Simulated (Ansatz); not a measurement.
Results of r²SCAN in Ansatz (PAW) for CsCl-type TmPd.

Numerical settings: plane-wave cutoff 560 eV, 16×16×16 k mesh, Fermi–Dirac smearing 0.05 eV, spin-polarised with parallel moments, scalar-relativistic PAW data made under PBE.

Cell (relaxed at this level):

```xyz
2
Lattice="3.4731 0.0000 0.0000 0.0000 3.4731 0.0000 0.0000 0.0000 3.4731" Properties=species:S:1:pos:R:3 pbc="T T T"
Pd     0.0000     0.0000     0.0000
Tm     1.7366     1.7366     1.7366
```
Starting moments (μB, in the order of the record's atoms Pd Tm): 0.0 2.0.

Q: Predict the bulk modulus B0.

A: 
- bulk modulus B0: 81.6 GPa

Note: the magnetic order was assumed, not searched for or taken from measurement; the bulk modulus is −V dP/dV from two relaxed cells at ±2 % in volume; the 4f shell is treated without U or exact exchange, so its levels and filling can be wrong.

Spin–orbit coupling is not included.

The computed numbers hold no vibrational or temperature effects.

Computing time: around 7 core-minutes (rough).

Ansatz is a program for electronic structure.
